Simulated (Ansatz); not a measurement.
# CaSe: energy against volume

CaSe (rock salt, Fm-3m, 26.436 Å³/atom and stress up to 0.01 GPa in the relaxed cell, cube axes along x, y and z) under hydrostatic pressure, with the cell free. PBE in Ansatz, a plane-wave DFT program (PAW, default set), 420 eV, 10×10×10 Γ-centred mesh, Fermi-Dirac smearing 0.05 eV; ions are relaxed, or left where forces stay under 0.02 eV/Å, within the symmetry of each cell.

Here V stands for volume and E for E less E0.

```
volume (Å³/atom)  E less E0 (meV/atom)  pressure (GPa)
----------------  --------------------  --------------
27.6849                           8.11           -2.01
27.0278                           1.89           -1.01
26.4361                           0.00            0.00
26.2756                           0.15            0.30
26.0662                           0.80            0.70
25.6736                           3.47            1.49
25.0011                              ?               ?
```

Q: Fit E against V with the third-order Birch-Murnaghan form, a cubic in V^(-2/3), and predict the withheld value at V = 25.0011.

A: With u = V^(-2/3) - 0.1125, the rows have u = -0.0032291, -0.0014651, 0.0001856, 0.0006440, 0.0012492, 0.0024059. Least squares gives E = 0.022 - 251.5·u + 699139·u² + 424580·u³. Residuals (row less fit): 0.000, 0.000, 0.001, 0.000, 0.000, 0.000; standard error 0.001 (degrees of freedom: 2). Its minimum lies at u = 0.0001798, so V0 = (0.1126798)^(-3/2) = 26.44. There d²E/du² = 1399000 and d³E/du³ = 2547000, so B0 = (4/9) × 26.44^(-7/3) × 1399000 × 0.160218 = 47.8 GPa (the last factor turns the table's units into GPa), and B0' = 4 + (2/3) × 0.1126798 × (2547000)/1399000 = 4.1. B0' rests on the cubic coefficient alone and has a standard error of 0.1 from these residuals. At the withheld row, u = 0.0044573, so E = 0.022 - 251.5 × 0.0044573 + 699139 × 0.0044573² + 424580 × 0.0044573³ = 12.829 meV/atom. The calculation gives 12.83 meV/atom, which the fit meets to the printed digits. The row lies outside the fitted rows, so this is an extrapolation. The scatter of the fitted rows lies at the last printed digit.

Other structures, which can take over under pressure, weren't tried. The same form fitted to the pressure column gives B0' = 4.1; series where the two differ by over 0.4 aren't shown. Rows are the converged runs of the series near zero and its far end, less any whose ions stayed unrelaxed beside relaxed ones; series whose fitted rows scatter by over a few per cent of the range, as at a crossing or softening among them, aren't shown in this form.
